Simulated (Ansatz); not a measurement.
## Ag under a change: isotropic strain −4.58 %

Start from Ag in the fcc (Cu type) structure (space group Fm-3m, No. 225; a = 4.054 Å; relaxed with 0.1 eV smearing).

Perturbation: every lattice vector is shortened by 4.58 %; the atoms relax in the strained cell.

Calculations: DFT with PBEsol, PAW potentials and a 420 eV plane-wave cutoff in Ansatz (a quantum-chemistry and plane-wave program), scalar-relativistic without spin-orbit coupling. k-mesh 28×28×28 (Γ-centred); smearing 0.1 eV (Fermi–Dirac).

```tsv
quantity	base	changed	shift
volume per atom	16.65 Å³	14.47 Å³	-2.185 Å³
space group	Fm-3m (No. 225)	Fm-3m (No. 225)	–
shortest interatomic distance	2.866 Å	2.735 Å	-0.131 Å
energy relative to the base (free energy F)	0 meV/atom	+146 meV/atom	+146 meV/atom
pressure	0.0 GPa	24.9 GPa	+24.9 GPa
band gap	zero	zero	–
```

Final structure:

```
Ag
1.0
    0.00000     1.93408     1.93408
    1.93408     0.00000     1.93408
    1.93408     1.93408     0.00000
Ag
1
Cartesian
  0.00000   0.00000   0.00000
```

Whether these cells are dynamically stable was not tested.
